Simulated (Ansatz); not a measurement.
Take GaAs in the rock salt structure (space group Fm-3m, No. 225; a = 5.316 Å; a hypothetical phase, not in the database extracts checked; relaxed with 0.1 eV smearing) as the base. Axes: x, y, z lie along the cube axes.

Calculations: Ansatz (a program for electronic structure) PBE-D3(BJ), spin-orbit coupling left out.

It is then changed as follows: an isotropic linear strain of +1.37 %; the atoms relax in the strained cell.

Question: Predict the stress tensor and what it implies for the stiffness.

Answer: Stress of the strained cell less that of the base (GPa, compression positive):
```
   -2.9     0.0     0.0
    0.0    -2.9     0.0
    0.0     0.0    -2.9
```

Then B = −ΔP/(ΔV/V₀) with ΔV/V₀ = 0.0417 gives secant stiffness values (nonlinear terms included at this strain): B ≈ 70 GPa.

As a check, the harmonic strain energy −½ V₀ Δσ:ε is 7.1 meV/atom; the computed energy rise is 7.5 meV/atom.

Stability against distortions was not tested. The final runs are not spin-polarised.
